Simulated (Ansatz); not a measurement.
Start from SiO2 in the rutile structure (space group P4_2/mnm, No. 136; a = 4.2362 Å, c = 2.6905 Å). Axes: x, y, z lie along a, b, c of the conventional cell.

Modification: the cell is compressed by 1.80 % along z with no lateral relaxation, atoms relaxed at fixed cell.

Levels (all Ansatz, a first-principles code, PAW): PBE (420 eV, no spin-orbit coupling); r2SCAN (500 eV, without spin-orbit coupling); HSE06 (420 eV, spin-orbit coupling left out); PBE+SOC (420 eV, spin-orbit coupling included).

One geometry, relaxed with PBE, under each level:

The valence-band top lists the three highest levels at Γ (Kramers pairs under SOC), from the VBM.

| level | band gap | lowest conduction level above the VBM at special points | valence-band top at Γ | electron mass | hole mass | pressure |
|---|---|---|---|---|---|---|
| PBE | 5.42 eV | Γ 5.42 eV; A 7.01 eV; M 7.42 eV; X 7.71 eV | 0.00, -0.88, -0.88 eV | 0.39 mₑ along z, 0.47 mₑ across (at Γ) | 2.1 mₑ along z, 1.1 mₑ across (at Γ) | 6.62 GPa |
| r2SCAN | 6.37 eV | Γ 6.37 eV; A 8.02 eV; M 8.43 eV; X 8.71 eV | – | – | – | -2.93 GPa |
| HSE06 | 7.52 eV | Γ 7.52 eV; A 9.13 eV; M 9.60 eV | – | – | – | – |
| PBE+SOC | 5.42 eV | Γ 5.42 eV; A 7.01 eV; M 7.42 eV; X 7.71 eV | 0.00, -0.86, -0.89 eV | 0.39 mₑ along z, 0.47 mₑ across (at Γ) | 2.1 mₑ along z, 1.1 mₑ across (at Γ) | 6.62 GPa |

Single points use the geometry relaxed with PBE. Their cutoffs differ, which shifts pressures a little. Differences between runs with and without spin-orbit coupling are approximate. The cells carry an imposed strain or load. Effective masses come from finite differences of ±0.01 Å⁻¹. No phonon test of stability was made.
